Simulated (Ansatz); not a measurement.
In a free zigzag chain of Na atoms, spin-degenerate bands cross the Fermi level 2 times between Γ and the zone edge.

Calculation: PBE (plane waves to 420 eV, PAW; Ansatz, an electronic-structure program). Mesh 1×1×54. No spin polarisation, so a magnetic state wasn't tested. Isolated but for its images some 11 Å away. A hypothetical model. Only distortions within the start's symmetry and period were free. Pairing along the axis, which can open a gap, is among the distortions not tried.

**Question.** What are the conductance and the two-terminal resistance of a perfect, endless piece?

**Answer.** Each crossing on the half of the zone with k > 0 has a partner at −k, so it gives one mode in each direction. Counting spin there are 4 modes, each carrying e²/h = 38.74 μS. G = 4 × 38.74 = 155.0 μS and R = 1/G = 6.45 kΩ, whatever the length. Scattering by phonons, roughness and contacts can only raise R.
